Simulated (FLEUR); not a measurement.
A self-consistent single point of NbZn3 (P1, 4 atoms in the cell) with FLEUR.

Method: PBEsol, all-electron FLAPW (FLEUR), scalar-relativistic valence.

The change in words: atoms moved at random. Reference geometry:
```yaml
crystal:
  lattice:
    - [3.90998, 0.00000, 0.00000]
    - [0.00000, 3.90998, 0.00000]
    - [0.00000, 0.00000, 3.90998]
  atoms:
    - { symbol: Nb, position: [0.00000, 0.00000, 0.00000] }
    - { symbol: Zn, position: [0.50000, 0.00000, 0.50000] }
    - { symbol: Zn, position: [0.00000, 0.50000, 0.50000] }
    - { symbol: Zn, position: [0.50000, 0.50000, 0.00000] }
```

Reference input (self-consistent single point, DFT, PBEsol, all-electron FLAPW (FLEUR), scalar-relativistic valence): Kmax = 4.1 1/bohr; GmaxXC = 16.4 1/bohr; xcFunctional = PBEs; jspins = 1; l_soc = F; mode = hist; fermiSmearingEnergy = 0.00367493 Htr; mesh (inpgen div1-3) = 7 7 7; inpgen gamma flag = false; Gmax = 16.4 1/bohr; numbands = 0; maxIterBroyd = 15. This run's input differs from it in these lines:

```diff
@@ -10,6 +10,6 @@
 4
-41 0.0000000000 0.0000000000 0.0000000000
-30 0.5000000000 0.0000000000 0.5000000000
-30 0.0000000000 0.5000000000 0.5000000000
-30 0.5000000000 0.5000000000 0.0000000000
+41 -0.0102610000 0.0056640000 -0.0053140000
+30 0.5203930000 -0.0052210000 0.4940130000
+30 -0.0065750000 0.4912180000 0.5103630000
+30 0.4964420000 0.5083380000 0.0009380000
 
@@ -80,3 +80,3 @@
       <atomGroup species="Niobium (Nb)">
-         <relPos label="                   1">.0000000000 .0000000000 .0000000000</relPos>
+         <relPos label="                   1">-.0102610000 .0056640000 -.0053140000</relPos>
          <force calculate="T" relaxXYZ="TTT"/>
@@ -84,5 +84,11 @@
       <atomGroup species="Zinc (Zn)">
-         <relPos label="                   2">1.000/2.000 .0000000000 1.000/2.000</relPos>
-         <relPos label="                   3">.0000000000 1.000/2.000 1.000/2.000</relPos>
-         <relPos label="                   4">1.000/2.000 1.000/2.000 .0000000000</relPos>
+         <relPos label="                   2">-.4796070000 -.0052210000 .4940130000</relPos>
+         <force calculate="T" relaxXYZ="TTT"/>
+      </atomGroup>
+      <atomGroup species="Zinc (Zn)">
+         <relPos label="                   3">-.0065750000 .4912180000 -.4896370000</relPos>
+         <force calculate="T" relaxXYZ="TTT"/>
+      </atomGroup>
+      <atomGroup species="Zinc (Zn)">
+         <relPos label="                   4">.4964420000 -.4916620000 .0009380000</relPos>
          <force calculate="T" relaxXYZ="TTT"/>
```

Output, abridged:

```
 Iteration:     1   Distance:      13.22739988 me/bohr^3
 Iteration:     2   Distance:      11.15281427 me/bohr^3
 Iteration:     3   Distance:       5.35709887 me/bohr^3
 Iteration:     4   Distance:       2.91485548 me/bohr^3
 Iteration:     5   Distance:       1.60274947 me/bohr^3
   [... 12 lines left out ...]
 Iteration:    18   Distance:       0.00016639 me/bohr^3
 Iteration:    19   Distance:       0.00005825 me/bohr^3
 Iteration:    20   Distance:       0.00001237 me/bohr^3
 Iteration:    21   Distance:       0.00000836 me/bohr^3
 Reset of history
 Run finished successfully
 Stop message:
   Structural relaxation: new displacements generated

[file out, last iteration]
             iter=     22
[...]
          total density-effective poten   -1.4771218850E+04
          total charge density-energy d   -3.2773145982E+02
 Updated energy parameters for spin:           1
[...]
 fermi energy and band-weighting factors:

[...]
FERMIE:
          first approx. to ef    (T=0)  :   0.352147 htr   (energy of the highest occ. eigenvalue)
          number of occ. states  (T=0)  :       4213
          first approx. to seigv (T=0)  :  -2.371768 htr
          sum of weights of occ. states :  24.501458
          sum of semicore charge        :   0.000000 e
FERHIS:  Fermi-Energy by histogram:
          bandgap                     :   0.001496 htr
   [... lines left out ...]
          charge neutrality (T=0)     :   0.002915    (zero if the highest occ. eigenvalue is "entirely" occupied)
     EF_NEWTON:  Adjust Fermi-Energy by Newton-Method.
 Direct bandgap for spin            1 :    2.1220005282714283E-002  Htr
 ---->    free energy=                     -9202.5801897721 htr
   [... lines left out ...]
 TOTAL FORCE FOR ATOM TYPE=  2  X= -3.544   Y= -0.039   Z=  3.650
                       FX_TOT=-0.014630 FY_TOT= 0.001803 FZ_TOT= 0.000475
 TOTAL FORCE FOR ATOM TYPE=  3  X= -0.049   Y=  3.630   Z= -3.618
                       FX_TOT= 0.003219 FY_TOT= 0.005730 FZ_TOT=-0.006852
 TOTAL FORCE FOR ATOM TYPE=  4  X=  3.668   Y= -3.633   Z=  0.007
                       FX_TOT=-0.003908 FY_TOT=-0.002004 FZ_TOT=-0.000150
```

The run converged in 21 iterations. FLEUR gives forces in its relaxation mode, with a further iteration, so its stop message speaks of a relaxation. Against the reference run the free energy goes up by 17.0 meV/atom and the largest force goes from 0.000 to 0.902 eV/Å.

The starting cell comes from a database of computed structures (which also holds hypothetical and non-ambient phases and stackings), without a prior relaxation at this level. For this run, on top of that: atoms moved at random. Spin polarisation is off. Values depend on the basis (sphere radii, cutoffs, local orbitals), which need not be converged. The log's line on a gap gives a spacing of levels on this mesh, which the program prints for metals too.

Cost on one core of a shared machine: roughly 20 min.
